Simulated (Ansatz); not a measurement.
## Converging the k-point mesh: InBi (R3m, 2 atoms in the cell)

```yaml
crystal:
  lattice:
    - [0.00000, 3.39369, 3.39369]
    - [3.39369, 0.00000, 3.39369]
    - [3.39369, 3.39369, 0.00000]
  atoms:
    - { symbol: In, position: [0.00425, 0.00425, 0.00425] }
    - { symbol: Bi, position: [0.25000, 0.25000, 0.25000] }
```

Method: PBEsol, default PAW files made with PBE (plane waves; Ansatz, a quantum-chemistry and plane-wave program).

Base settings: basis.ecutwfc = 420 eV; kpoints.mp_grid.grid = 9 9 9; hamiltonian.xc = pbesol; hamiltonian.pseudopotentials = {kind: paw} (the program's default PAW files); scf.occupations.method = gaussian; scf.occupations.width = 0.1 eV.

The second cell is the first with its lattice scaled by 0.98.

Only quantities that move along the ladder and can be compared are tabulated.

The count of work is k-points × plane waves × bands × iterations; it is no time. Core times come from one kind of shared machine, to one figure; runs under 30 s give none.

The starting cell comes from a database of computed structures (which also holds hypothetical and non-ambient phases and stackings), without a prior relaxation at this level. Its lattice was rescaled by up to half a per cent. One atom was moved a little off its site on purpose. Ansatz's pressure includes its estimate of the finite-basis (Pulay) stress.

| kpoints.mp_grid.grid | free energy less the last step's (meV/atom) | energy of the compressed cell less the first (meV/atom) | pressure (GPa) | largest difference of a force vector from the last step's (eV/Å) | count of work / last | core time / last (rough) |
|---|---|---|---|---|---|---|
| 2 2 2 | 813.49 | 88.71 | 4.75 | 0.207 | 0.0025 | – |
| 3 3 3 | 227.98 | 22.54 | 0.46 | 0.081 | 0.0025 | – |
| 4 4 4 | 75.83 | 7.98 | -0.50 | 0.011 | 0.0054 | – |
| 5 5 5 | 31.55 | 3.51 | -0.78 | 0.012 | 0.0080 | – |
| 6 6 6 | 14.25 | 2.18 | -0.87 | 0.017 | 0.013 | – |
| 7 7 7 | 6.66 | 1.81 | -0.90 | 0.025 | 0.022 | – |
| 8 8 8 | 3.13 | 1.57 | -0.92 | 0.024 | 0.032 | – |
| 9 9 9 | 1.38 | 1.37 | -0.93 | 0.018 | 0.042 | – |
| 10 10 10 | 0.48 | 1.24 | -0.94 | 0.013 | 0.057 | – |
| 11 11 11 | 0.04 | 1.15 | -0.95 | 0.009 | 0.071 | – |
| 12 12 12 | -0.15 | 1.08 | -0.95 | 0.006 | 0.092 | – |
| 13 13 13 | -0.23 | 1.02 | -0.96 | 0.003 | 0.11 | 0.1 |
| 16 16 16 | -0.20 | 0.93 | -0.96 | 0.001 | 0.20 | 0.2 |
| 20 20 20 | -0.04 | 0.87 | -0.97 | 0.002 | 0.38 | 0.4 |
| 22 22 22 | 0.00 | 0.87 | -0.97 | 0.002 | 0.50 | 0.5 |
| 28 28 28 | 0.00 | 0.89 | -0.97 | 0.000 | 1.0 | 1 |

Coarsest kpoints.mp_grid.grid that holds the forces within 0.01 eV/Å of the last step, with all finer ones: 11 11 11, at 0.071 of the last step's count of work; the step before is off by 0.013 eV/Å.

Coarsest kpoints.mp_grid.grid that holds the energy of the compressed cell less the first within 1 meV/atom of the last step, with all finer ones: 7 7 7, at 0.022 of the last step's count of work; the step before is off by 1.3 meV/atom.

Coarsest kpoints.mp_grid.grid that holds the free energy within 5 meV/atom of the last step, with all finer ones: 8 8 8, at 0.032 of the last step's count of work; the step before is off by 6.7 meV/atom.

The energy difference between the two cells stays within 1 meV/atom of the last step's from 7 7 7 on, the total only from 10 10 10 on: much of the error is common to both cells and cancels.

Keys are those of Ansatz 0.2.
